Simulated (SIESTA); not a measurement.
**Worked example: self-consistent single point of MoW (Cmmm, 2 atoms in the cell) in SIESTA**

Method: LDA PW92, numerical atomic orbitals DZP, PseudoDojo LDA standard norm-conserving potentials (rewritten from UPF to PSML) in SIESTA.

This input was run:

```
# files in the folder: Mo.psml W.psml (PseudoDojo LDA standard)
SystemName  MoW
SystemLabel siesta

NumberOfAtoms                2
NumberOfSpecies              2
%block ChemicalSpeciesLabel
  1 42 Mo
  2 74 W
%endblock ChemicalSpeciesLabel
LatticeConstant              1.0 Bohr
%block LatticeVectors
     2.951587800   -4.175771281    0.000000000
     2.951587800    4.175771281    0.000000000
     0.000000000    0.000000000    8.385164570
%endblock LatticeVectors
AtomicCoordinatesFormat      Ang
%block AtomicCoordinatesAndAtomicSpecies
     0.000000000    0.000000000    0.000000000  1
     1.561913000    0.000000000    2.218619000  2
%endblock AtomicCoordinatesAndAtomicSpecies

XC.functional                LDA
XC.authors                   PW92
PAO.BasisSize                DZP
PAO.EnergyShift              0.01 Ry
MeshCutoff                   400 Ry
%block kgrid.MonkhorstPack
   10   0   0  0.0
    0  10   0  0.0
    0   0   6  0.0
%endblock kgrid.MonkhorstPack
OccupationFunction           FD
ElectronicTemperature        1578.21 K

MaxSCFIterations             150
SCF.Mixer.Method             Pulay
SCF.Mixer.Weight             0.25
SCF.Mixer.History            6
SCF.DM.Tolerance             1.0E-04
Diag.ParallelOverK           true
WriteForces                  true
Charge.Mulliken              end
```

Log, with long lists cut:

```
reinit: Reading from file input.fdf

reinit: System Name: MoW
reinit: System Label: siesta

coor:   Atomic-coordinates input format  =     Cartesian coordinates
coor:                                          (in Angstroms)

siesta: Atomic coordinates (Bohr) and species
siesta:      0.00000   0.00000   0.00000  1        1
siesta:      2.95159   0.00000   4.19258  2        2

siesta: System type = bulk

initatomlists: Number of atoms, orbitals, and projectors:      2    38    50

siesta: ******************** Simulation parameters ****************************
redata: Spin configuration                          = none
redata: Time-Reversal Symmetry                      = T
redata: Number of Atomic Species                    =        2
redata: Mesh Cutoff                                 =   400.0000 Ry
redata: Net charge of the system                    =     0.0000 |e|
redata: Min. number of SCF Iter                     =        0
redata: Max. number of SCF Iter                     =      150
redata: SCF convergence failure will abort job
redata: SCF mix quantity                            = Hamiltonian
redata: Mix DM or H after convergence               =   F
redata: Recompute H after scf cycle                 =   F
redata: Mix DM in first SCF step                    =   T
redata: No kicks to SCF
redata: DM Mixing Weight for Kicks                  =     0.5000
redata: Require Harris convergence for SCF          =   F
redata: Harris energy tolerance for SCF             =     0.000100 eV
redata: Require DM convergence for SCF              =   T
redata: DM tolerance for SCF                        =     0.000100
redata: Require EDM convergence for SCF             =   F
redata: EDM tolerance for SCF                       =     0.001000 eV
redata: Require H convergence for SCF               =   T
redata: Hamiltonian tolerance for SCF               =     0.001000 eV
redata: Require (free) Energy convergence for SCF   =   F
redata: (free) Energy tolerance for SCF             =     0.000100 eV
redata: Using DFT-D3 dispersion                     =   F
redata: Using Saved Data (generic)                  =   F
redata: Method of Calculation                       = Diagonalization
redata: Electronic Temperature                      =  1578.2100 K
redata: Number of TDED substeps                     =        3
redata: Dynamics option                             = Single-point calculation
redata: Save all siesta data in one NC              =   F
redata: ***********************************************************************

%block SCF.Mixers
  Pulay
%endblock SCF.Mixers

%block SCF.Mixer.Pulay
  # Mixing method
  method pulay
  variant stable

  # Mixing options
  weight 0.2500
  weight.linear 0.2500
  history 6
%endblock SCF.Mixer.Pulay

DM_history_depth set to one: no extrapolation allowed by default for geometry relaxation
Size of DM history Fstack: 1
Total number of electrons:    28.000000
Total ionic charge:    28.000000

* ProcessorY, Blocksize:    1  39

* Orbital distribution balance (max,min):    38    38

k-point displ. along   1 input, could be:     0.00    0.50
k-point displ. along   2 input, could be:     0.00    0.50
k-point displ. along   3 input, could be:     0.00    0.50
 Kpoints in:          360 . Kpoints trimmed:          338

siesta: k-grid: Number of k-points = 338
siesta: k-points from Monkhorst-Pack grid
siesta: k-cutoff (effective) =    13.312 Ang
siesta: k-point supercell and displacements
siesta: k-grid:    10     0     0      0.000
siesta: k-grid:     0    10     0      0.000
siesta: k-grid:     0     0     6      0.000

diag: Algorithm                                     = D&C
diag: Parallel over k                               =   F
diag: Use parallel 2D distribution                  =   F
diag: Parallel block-size                           = 39
diag: Parallel distribution                         =     1 x     1
diag: Used triangular part                          = Lower
diag: Absolute tolerance                            =  0.100E-15
diag: Orthogonalization factor                      =  0.100E-05
diag: Memory factor                                 =  1.0000

superc: Internal auxiliary supercell:     7 x     7 x     5  =     245
superc: Number of atoms, orbitals, and projectors:    490   9310  12250

                        Single-point calculation

superc: Internal auxiliary supercell:     7 x     7 x     5  =     245
superc: Number of atoms, orbitals, and projectors:    490   9310  12250

outcell: Unit cell vectors (Ang):
        1.561913   -2.209723    0.000000
        1.561913    2.209723    0.000000
        0.000000    0.000000    4.437238

outcell: Cell vector modules (Ang)   :    2.706002    2.706002    4.437238
outcell: Cell angles (23,13,12) (deg):     90.0000     90.0000    109.4919
outcell: Cell volume (Ang**3)        :     30.6293
new_DM -- step:     1
Initializing Density Matrix...

Attempting to read DM from file... Failed...
DM filled with atomic data:

InitMesh: MESH = 32 x 32 x 54 = 55296
InitMesh: Mesh cutoff (required, used) =   400.000   409.321 Ry

stepf: Fermi-Dirac step function

        iscf     Eharris(eV)        E_KS(eV)     FreeEng(eV)     dDmax    Ef(eV) dHmax(eV)
   scf:    1    -3963.655171    -3976.827050    -3976.879555  1.260820 -2.221705  8.622797
   scf:    2    -3977.858111    -3978.273638    -3978.339691  0.346230 -2.751844  5.937524
   scf:    3    -3979.020361    -3978.897250    -3978.966043  0.134606 -2.889453  2.798296
   scf:    4    -3979.361434    -3979.219161    -3979.299359  0.162146 -3.388139  0.354456
   scf:    5    -3979.168510    -3979.210376    -3979.289284  0.029234 -3.356167  0.571309
   scf:    6    -3979.231061    -3979.224049    -3979.303444  0.012423 -3.372237  0.173599
   scf:    7    -3979.224663    -3979.224378    -3979.303876  0.002080 -3.381858  0.124314
   scf:    8    -3979.225242    -3979.225224    -3979.304812  0.003416 -3.383498  0.000744
   scf:    9    -3979.225220    -3979.225222    -3979.304812  0.000040 -3.383614  0.000363

SCF Convergence by DM+H criterion
max |DM_out - DM_in|         :     0.0000401274
max |H_out - H_in|      (eV) :     0.0003627011
SCF cycle converged after 9 iterations

Using DM_out to compute the final energy and forces

siesta: E_KS(eV) =            -3979.2252

siesta: E_KS - E_eggbox =     -3979.2252

siesta: Atomic forces (eV/Ang):
     1    0.000000   -0.000000    0.000000
     2    0.000000   -0.000000   -0.000000
   Tot    0.000000   -0.000000   -0.000000
   Max    0.000000
   Res    0.000000    sqrt( Sum f_i^2 / 3N )
   Max    0.000000    constrained

Stress tensor Voigt[x,y,z,yz,xz,xy] (kbar):       16.64       22.40       31.65        0.00        0.00       -0.00
(Free)E + p*V (eV/cell)    -3979.7552
Target enthalpy (eV/cell)    -3979.3048

siesta: Program's energy decomposition (eV):
siesta: Ebs     =      -846.445556
siesta: Eions   =      7172.820527
siesta: Ena     =      2106.806683
siesta: Ekin    =      1157.710550
siesta: Enl     =       578.346723
siesta: Eso     =         0.000000
siesta: Edftu   =         0.000000
siesta: DEna    =        76.166805
siesta: DUscf   =         2.255700
siesta: DUext   =         0.000000
siesta: Ex      =      -659.965544
siesta: Ec      =       -67.725612
siesta: Exc     =      -727.691156
siesta: Eharris =     -3979.225220
siesta: Etot    =     -3979.225222
siesta: FreeEng =     -3979.304812

siesta: Stress tensor (static) (eV/Ang**3):
siesta:     0.010383   -0.000000    0.000000
siesta:    -0.000000    0.013979    0.000000
siesta:     0.000000    0.000000    0.019756

siesta: Cell volume =         30.629323 Ang**3

siesta: Pressure (static):
siesta:                Solid            Molecule  Units
siesta:          -0.00016017         -0.00016017  Ry/Bohr**3
siesta:          -0.01470587         -0.01470587  eV/Ang**3
siesta:         -23.56140318        -23.56140275  kBar

mulliken: Atomic and Orbital Populations:

Species: Mo
Atom  Qatom  Qorb
               4s      5s      5s      4py     4pz     4px     5py     5pz
               5px     4dxy    4dyz    4dz2    4dxz    4dx2-y2 4dxy    4dyz
               4dz2    4dxz    4dx2-y2
   1 14.222   1.847   0.446   0.255   1.922   1.931   1.922   0.286   0.401
              0.309   1.055   0.790   1.072   1.190   0.906   0.010  -0.013

             -0.036  -0.047  -0.024

Species: W
Atom  Qatom  Qorb
               5s      6s      6s      5py     5pz     5px     6py     6pz
               6px     5dxy    5dyz    5dz2    5dxz    5dx2-y2 5dxy    5dyz
               5dz2    5dxz    5dx2-y2
   2 13.778   1.824   0.704  -0.069   1.935   1.941   1.940   0.319   0.334
              0.273   1.117   0.823   0.980   1.028   0.857  -0.066  -0.051

             -0.037  -0.033  -0.041

mulliken: Qtot =       28.000

Mulliken Atomic Populations:
Atom #   charge [q] valence [e]  Species
     1    -0.222188   14.222188  Mo
     2     0.222188   13.777812  W
 Total    -0.000000
```

The run converged in 9 iterations.

The starting cell comes from a database of computed structures (which also holds hypothetical and non-ambient phases and stackings), without a prior relaxation at this level. Its lattice was rescaled by a random factor within 2.5 % of one. Spin polarisation is off. Values carry the incompleteness of an atom-centred basis.

Cost on one core of a shared machine: roughly 50 s.
